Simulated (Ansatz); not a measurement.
Base system: TiAl₃ (space group I4/mmm, No. 139; a = 3.8459 Å, c = 8.6199 Å).

Modification: cell and atoms relaxed at a pressure of 30 GPa.

Levels (all Ansatz, a first-principles code, PAW): PBE (420 eV, no SOC); r2SCAN (500 eV, scalar-relativistic without spin-orbit coupling).

The geometry is relaxed with PBE.

| Quantity | Value |
|---|---|
| PBE pressure | 30.0 GPa |

**Question.** What does r2SCAN give at this geometry for the pressure?

**Answer.** The pressure decreases by 1.6 GPa to 28.4 GPa.

Single points use the geometry relaxed with PBE. Their cutoffs differ, which shifts pressures a little. Load acts through the strain it causes; cell and atoms are relaxed under it. Stability against distortions was not tested. No other phases were tried under pressure. All final runs are without spin polarisation.
